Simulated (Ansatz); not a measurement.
The structure below was relaxed with PBE/PAW in Ansatz (a program for electronic structure), no SOC, earlier PAW set, at pressure 3 GPa.

```yaml
crystal:
  lattice:
    - [0.00000, 2.93541, 2.93541]
    - [2.93541, 0.00000, 2.93541]
    - [2.93541, 2.93541, 0.00000]
  atoms:
    - { symbol: P, position: [0.75000, 0.75000, 0.75000] }
    - { symbol: In, position: [0.00000, 0.00000, 0.00000] }
```

### Question
Find the space group and the Wyckoff positions.

### Answer
Space group F-43m (No. 216); a = 5.8708 Å, b = 5.8708 Å, c = 5.8708 Å, α = 90.00°, β = 90.00°, γ = 90.00°

```csv
atom,site,symmetry,x,y,z
P,4c,-43m,0.2500,0.2500,0.2500
In,4a,-43m,0.0000,0.0000,0.0000
```

Load acts through the strain it causes; cell and atoms are relaxed under it. Stability against distortions was not tested. Tetrahedral semiconductors of this kind turn to denser phases somewhere between about 1 and 50 GPa; those were not computed, so compressed cells here can lie past the real transition. The cell was made from InP in the zinc blende structure (space group F-43m, No. 216) by this change: pressure 3 GPa.
